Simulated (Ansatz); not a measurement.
The reference is HgS in the zinc blende structure (space group F-43m, No. 216; a = 5.992 Å).

Computed with PBE (Ansatz, a first-principles code, PAW, without spin-orbit coupling).

Base values:

```
Property              Result
-------------------  -------
Lattice parameter a  5.992 Å
Band gap                zero
```

One thing is altered: hydrostatic tension (pressure −2 GPa).

**Question.** Estimate the effect on the lattice parameter a.

**Answer.** The lattice parameter a rises by 0.089 Å, from 5.992 Å to 6.081 Å.

**Question.** How does this affect the band gap?

**Answer.** The band gap is still zero.

The mesh was chosen for an insulator and is coarse for the gapless case. With Hg present, leaving out spin-orbit coupling can change the band edges. Load acts through the strain it causes; cell and atoms are relaxed under it. No phonon test of stability was made. The final runs are not spin-polarised. A zero or small gap of HgS can be the functional's error rather than a property of the material.
